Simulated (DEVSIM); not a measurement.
Device: GaAs n-i-p diode, at 300 K.

```csv
layer (left to right),material,thickness (μm),Nd (cm⁻³),Na (cm⁻³),τn (s),τp (s)
1,GaAs,0.980,1e17,-,3e-9,3e-9
2,GaAs,1.80,-,7.7e12,3e-9,3e-9
3,GaAs,6.00,-,4.6e17,3e-9,3e-9
```

Left contact: ohmic. Right contact: ohmic. Voltage is applied to the left contact. Recombination: SRH at mid-gap, radiative. Mobility is μmin + (μ − μmin)/(1 + (N/Nref)^α).

Constants are typed, rounded textbook-type inputs, not results; the design itself was drawn at random and stands for no fabricated device. Values at 300 K.

```
parameter        GaAs
-------------  ------
gap (eV)        1.424
affinity (eV)    4.07
permittivity     12.9
Nc (cm⁻³)      4.7e17
Nv (cm⁻³)        9e18
μn (cm²/Vs)      8500
μp (cm²/Vs)       400
μn,min            500
μp,min             20
Nref,n           6e16
Nref,p         1.5e17
αn               0.39
αp               0.38
B (cm³/s)       2e-10
```

Model (solved in DEVSIM): 1D drift-diffusion, Boltzmann statistics, complete ionisation; no tunnelling, impact ionisation, image-force lowering or self-heating.

Question: Give the dark forward current.

Answer: 
```json
[
 {"V (V)": "-0.05", "J (A/cm²)": "-1.4e-9"},
 {"V (V)": "-0.15", "J (A/cm²)": "-1.5e-8"},
 {"V (V)": "-0.25", "J (A/cm²)": "-1.2e-7"},
 {"V (V)": "-0.35", "J (A/cm²)": "-9.8e-7"},
 {"V (V)": "-0.45", "J (A/cm²)": "-7.9e-6"},
 {"V (V)": "-0.55", "J (A/cm²)": "-6.6e-5"},
 {"V (V)": "-0.65", "J (A/cm²)": "-0.00059"},
 {"V (V)": "-0.75", "J (A/cm²)": "-0.0057"},
 {"V (V)": "-0.85", "J (A/cm²)": "-0.065"},
 {"V (V)": "-0.95", "J (A/cm²)": "-0.74"},
 {"V (V)": "-1.05", "J (A/cm²)": "-6.4"},
 {"V (V)": "-1.15", "J (A/cm²)": "-57"},
 {"V (V)": "-1.25", "J (A/cm²)": "-540"},
 {"V (V)": "-1.35", "J (A/cm²)": "-2900"}
]
```
